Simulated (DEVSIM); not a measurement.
Structure: abrupt Si n-p junction, at 250 K.

```csv
layer (left to right),material,thickness (μm),Nd (cm⁻³),Na (cm⁻³),τn (s),τp (s)
1,Si,92.0,1.2e18,-,1.5e-5,1.5e-5
2,Si,0.920,-,2.6e15,1.5e-5,1.5e-5
```

Left contact: ohmic. Right contact: ohmic. Voltage is applied to the left contact. Recombination: SRH at mid-gap, Auger. Mobility is μmin + (μ − μmin)/(1 + (N/Nref)^α).

Constants are typed, rounded textbook-type inputs, not results; the design itself was drawn at random and stands for no fabricated device. Values at 300 K; Nc and Nv go as T^1.5, mobilities as T to minus their exponent, the gap by Varshni's rule with the affinity fixed.

```csv
parameter,Si
gap (eV),1.124
affinity (eV),4.05
permittivity,11.7
Nc (cm⁻³),2.86e19
Nv (cm⁻³),3.1e19
μn (cm²/Vs),1417
μp (cm²/Vs),470
"μn,min",52
"μp,min",45
"Nref,n",9.7e16
"Nref,p",2.2e17
αn,0.68
αp,0.72
T exponent of μn,2.3
T exponent of μp,2.2
Cn (cm⁶/s),2.8e-31
Cp (cm⁶/s),9.9e-32
Varshni α (eV/K),0.000473
Varshni β (K),636
```

Model (solved in DEVSIM): 1D drift-diffusion, Boltzmann statistics, complete ionisation; no tunnelling, impact ionisation, image-force lowering or self-heating.

Base results: largest field in the device at zero bias (V/cm) 58000; dark forward voltage at 1 A/cm² (V) 0.624; dark forward voltage at 100 A/cm² (V) 0.746; potential step across the device at zero bias (V) 0.877.

Question: What follows from this one change: thickness of layer 1 92 → 55 μm?

Answer: largest field in the device at zero bias little changed (58000 V/cm); dark forward voltage at 1 A/cm² little changed (0.624 V); dark forward voltage at 100 A/cm² 0.746 → 0.741 V; potential step across the device at zero bias little changed (0.877 V).

Question: What follows from this one change: doping Nd of layer 1 1.2e+18 → 3.6e+16 cm^-3?

Answer: largest field in the device at zero bias 58000 → 24000 V/cm; dark forward voltage at 1 A/cm² little changed (0.627 V); dark forward voltage at 100 A/cm² 0.746 → 0.844 V; potential step across the device at zero bias 0.877 → 0.802 V.

Question: What follows from this one change: thickness of layer 2 0.92 → 1.6 μm?

Answer: largest field in the device at zero bias little changed (58000 V/cm); dark forward voltage at 1 A/cm² 0.624 → 0.640 V; dark forward voltage at 100 A/cm² 0.746 → 0.763 V; potential step across the device at zero bias little changed (0.877 V).

Question: What follows from this one change: constant mobility in place of the doping-dependent one?

Answer: largest field in the device at zero bias little changed (58000 V/cm); dark forward voltage at 1 A/cm² little changed (0.622 V); dark forward voltage at 100 A/cm² 0.746 → 0.733 V; potential step across the device at zero bias little changed (0.877 V).
